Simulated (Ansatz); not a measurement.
Ansatz (a program for electronic structure) run on MgTiF6 (R3, 8 atoms in the cell): relaxation of the atoms.

Level of theory: LDA (PW92), default PAW files made with PBE (plane waves; Ansatz).

The change in words: one atom moved by 0.15 angstrom; relax: default → atoms; relax.f_tol: default → 0.001 eV/Å. Reference geometry:
```yaml
crystal:
  lattice:
    - [2.61611, 1.51041, 4.45784]
    - [-2.61611, 1.51041, 4.45784]
    - [0.00000, -3.02082, 4.45784]
  atoms:
    - { symbol: Mg, position: [0.50000, 0.50000, 0.50000] }
    - { symbol: Ti, position: [0.00000, 0.00000, 0.00000] }
    - { symbol: F, position: [0.67162, 0.84246, 0.24225] }
    - { symbol: F, position: [0.32838, 0.15754, 0.75775] }
    - { symbol: F, position: [0.24225, 0.67162, 0.84246] }
    - { symbol: F, position: [0.75775, 0.32838, 0.15754] }
    - { symbol: F, position: [0.84246, 0.24225, 0.67162] }
    - { symbol: F, position: [0.15754, 0.75775, 0.32838] }
```

Reference input (self-consistent single point, DFT, LDA (PW92), plane waves, default PAW files made with PBE): basis.ecutwfc = 420 eV; kpoints.mp_grid.grid = 6 6 6; hamiltonian.xc = lda; hamiltonian.pseudopotentials = {kind: paw} (the program's default PAW files); scf.occupations.method = fixed. This run's input differs from it in these lines:

```diff
@@ -6,3 +6,3 @@
   atoms:
-    - { symbol: Mg, position: [0.500000, 0.500000, 0.500000] }
+    - { symbol: Mg, position: [0.511216, 0.511216, 0.511216] }
     - { symbol: Ti, position: [0.000000, 0.000000, 0.000000] }
@@ -23,2 +23,4 @@
   occupations: { method: fixed }
+relax:
+  f_tol: 0.001
 output:
```

Output (repeated stretches shortened):

```
   [... SCF lines of the steps left out ...]
relax step   1: F+E_penalty+E_count = -9125.54196248 eV  Δ(F+E_penalty+E_count) = +0.000e0 eV  max|allowed force component| = 1.388e0 eV/Å  Δτ_max = 0.0000 Å  (8 SCF iters, dr2 threshold 1.00e-7 eV, accepted)
relax step   2: F+E_penalty+E_count = -9125.61668241 eV  Δ(F+E_penalty+E_count) = -7.472e-2 eV  max|allowed force component| = 1.069e0 eV/Å  Δτ_max = 0.0267 Å  (5 SCF iters, dr2 threshold 1.00e-4 eV, accepted)
   [... lines left out ...]
relax step   6: F+E_penalty+E_count = -9125.71357708 eV  Δ(F+E_penalty+E_count) = -1.842e-4 eV  max|allowed force component| = 2.250e-3 eV/Å  Δτ_max = 0.0087 Å  (7 SCF iters, dr2 threshold 1.56e-8 eV, accepted)
relax step   7: F+E_penalty+E_count = -9125.71357892 eV  Δ(F+E_penalty+E_count) = -1.848e-6 eV  max|allowed force component| = 1.594e-3 eV/Å  Δτ_max = 0.0007 Å  (5 SCF iters, accepted)
relax step   8: F+E_penalty+E_count = -9125.71357932 eV  Δ(F+E_penalty+E_count) = -3.905e-7 eV  max|allowed force component| = 2.057e-4 eV/Å  Δτ_max = 0.0002 Å  (4 SCF iters, accepted)
the relaxation is at rest under the 3 symmetry operations that the run kept from its start: a minimum is not shown …
Stability not checked: this state was not tested for a lower state beside it, because too few of the mixer's solves of this state at the end of the SCF gave a …
Free energy (F): -9125.713579 eV
Internal energy: -9125.713579 eV  (E = F + TS)
E sigma→0 (E₀):  -9125.713579 eV
Fermi energy:    0.021343 eV
--- Forces (eV/Å), atoms counted from 1 ---
  atom   1  Mg     0.00000000    -0.00000000    -0.00003031
  atom   2  Ti     0.00000000    -0.00000000    -0.00000116
   [... lines left out ...]
    - { symbol: F, position: [0.2458319736131846, 0.6975593367595332, 0.8191241932389399] }
    - { symbol: F, position: [0.7569716298329046, 0.30524533389792696, 0.1836792644459044] }
    - { symbol: F, position: [0.8191241932389399, 0.24583197361318454, 0.6975593367595332] }
    - { symbol: F, position: [0.1836792644459044, 0.7569716298329046, 0.30524533389792713] }
```

The run converged. 

Summary of the result:
```
Item                                                      Value
------------------------------------------------  -------------
Free energy E − TS (on the zero of these files)   -9125.7136 eV
Top of the valence band (on the code's own zero)        0.02 eV
Gap on the k-point mesh                                 4.88 eV
Pressure                                              -0.85 GPa
Relaxation steps                                              8
```

The starting cell comes from a database of computed structures (which also holds hypothetical and non-ambient phases and stackings), without a prior relaxation at this level. Its lattice was rescaled by up to half a per cent. For this run, on top of that: one atom moved by 0.15 angstrom. The relaxation keeps the symmetry of its start, so its end need not be a minimum. Ansatz's pressure includes its estimate of the finite-basis (Pulay) stress. Without the estimate this run gives -1.80 GPa.

Cost on one core of a shared machine: roughly 2 min.

Keys are those of Ansatz 0.2.
